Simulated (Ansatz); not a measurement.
Take WC (space group P-6m2, No. 187; a = 2.898 Å, c = 2.828 Å) as the base.

The change: cell and atoms relaxed at a pressure of 2.1 GPa.

Levels (all Ansatz, a program for electronic structure, PAW): PBEsol (420 eV, no spin-orbit coupling); r2SCAN (500 eV, spin-orbit coupling left out).

The geometry is relaxed with PBEsol.

* **PBEsol pressure**: 2.1 GPa

### Question
Predict the pressure from r2SCAN.

### Answer
The pressure goes up by 5.2 GPa (2.1 GPa → 7.3 GPa).

Single points use the geometry relaxed with PBEsol. Their cutoffs differ, which shifts pressures a little. Load acts through the strain it causes; cell and atoms are relaxed under it. Stability against distortions was not tested. The final runs are not spin-polarised.
